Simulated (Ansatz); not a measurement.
Response to strain in Os

The parent structure is Os in the hcp (Mg type) structure (space group P6_3/mmc, No. 194; a = 2.729 Å, c = 4.309 Å; relaxed with 0.1 eV smearing). Axes: x lies along a and z along c of the hexagonal cell.

Strains are applied to the cell and any free atomic positions relax.

All numbers come from PBEsol (Ansatz, an electronic-structure program; PAW; 420 eV plane waves; without spin-orbit coupling).

Candidates:
(a) uniaxial strain ε_xx = +1.00 %
(b) uniaxial strain ε_xx = −0.50 %
(c) uniaxial strain ε_xx = +2.50 %

Notes on the quantities. energy relative to the base: free energy F.

**Question.** Order them by energy relative to the base, highest first.

**Answer.** (c) uniaxial strain ε_xx = +2.50 % (+20 meV/atom), (a) uniaxial strain ε_xx = +1.00 % (+3.3 meV/atom), (b) uniaxial strain ε_xx = −0.50 % (+0.9 meV/atom)

Stability against distortions was not tested. The final runs are not spin-polarised.
